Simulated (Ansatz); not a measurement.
Cell and atoms of amorphous Ti24Si24:

```xyz
48
Lattice="9.0448 0.0000 0.0000 0.0000 9.0448 0.0000 0.0000 0.0000 9.0448" Properties=species:S:1:pos:R:3 pbc="T T T"
Ti     5.9368     5.4550     3.8781
Ti     3.4639     4.6250     8.7944
Ti     0.4015     4.8934     0.7132
Ti     8.5780     5.0334     5.5561
Ti     5.5339     7.5143     8.2468
Ti     1.6865     0.2485     1.7650
Ti     7.9638     2.4034     0.9551
Ti     1.4246     6.8582     7.8917
Ti     2.8958     5.1973     5.4852
Ti     2.7470     8.9842     6.2765
Ti     5.1456     0.7757     5.3101
Ti     3.1016     7.5006     3.7143
Ti     4.0012     2.0610     0.8785
Ti     6.2906     8.0027     3.1941
Ti     2.8085     1.9895     3.8862
Ti     7.1877     1.1828     7.4714
Ti     7.3935     7.4532     5.9744
Ti     5.8473     5.0172     6.6082
Ti     9.0322     6.7740     3.1057
Ti     0.5621     2.3364     5.7152
Ti     1.2091     1.7932     8.3937
Ti     6.1162     2.1135     2.9987
Ti     8.3305     8.0956     0.2869
Ti     3.3361     4.5931     2.5909
Si     7.1434     6.0946     1.4711
Si     7.6632     0.7185     4.8366
Si     1.0395     0.2220     4.2204
Si     7.8258     6.0042     7.9785
Si     6.9942     2.9913     5.3309
Si     8.2573     0.3973     2.4767
Si     1.0491     7.1168     5.3954
Si     1.3854     4.2739     7.3415
Si     4.6637     1.0117     7.7275
Si     7.9811     4.1503     2.9045
Si     0.2482     8.9629     6.9700
Si     3.1052     8.6496     8.8824
Si     3.1042     2.6302     6.5135
Si     8.1427     3.5764     7.7498
Si     1.1915     4.0752     3.8066
Si     5.5856     4.1360     1.5001
Si     2.0468     6.7244     1.3964
Si     4.8440     7.2038     5.5677
Si     5.6923     3.2069     8.3310
Si     1.7122     2.8717     1.6158
Si     4.2710     0.3266     2.6555
Si     6.2302     0.4411     0.8920
Si     4.6374     6.5880     1.5932
Si     4.6453     3.4711     4.6795
```

Method: PBE, scalar-relativistic without spin-orbit coupling (plane waves to 420 eV, PAW; Ansatz, a program for electronic structure).

A CHGNet melt-quench gave the starting glass, which DFT then relaxed. The hot cell started wider than the set density and was brought back towards it in steps. It is the lowest in DFT energy of 2 quenches. It is a model cell: composition and starting density were chosen by hand, and all elements were melted together. No dispersion term was used. Its density started from a set value of 3.90 and ended at 4.09 g/cm³. Cooling (nominally 160 K/ps over its main leg) ran many orders faster than in experiment, which tends to leave more defects and strain. Values belong to this one cell and scatter from quench to quench. The volume was free in the relaxation, at fixed shape. Stress components on the final sampling reach 3.3 GPa. On a 2×2×2 Γ-centred mesh force components of up to 0.19 eV/Å stay, since the relaxation ran on one k-point at (1/4, 1/4, 1/4).

Neighbours within Ti-Ti 3.86 Å, Ti-Si 3.34 Å, Si-Si 2.74 Å count as bonded.

Question: Give the coordination numbers, mean bond lengths and angles.

Answer: 
The mean coordination of Ti comes out as 14.42 (1 with 12, 2 with 13, 9 with 14, 10 with 15, 2 with 16), the mean coordination of Si is 8.92 (6 with 8, 14 with 9, 4 with 10) and the mean Ti-Ti bond is 3.190 Å (spread 0.278 Å, 93 counted). The mean Ti-Si bond is 2.696 Å (spread 0.152 Å, 160 counted), the mean Si-Si bond is 2.524 Å (spread 0.076 Å, 27 counted) and the bond angle at Ti is mean 95.3°, spread 34.6°. The bond angle at Si comes out as mean 98.3°, spread 32.2°.
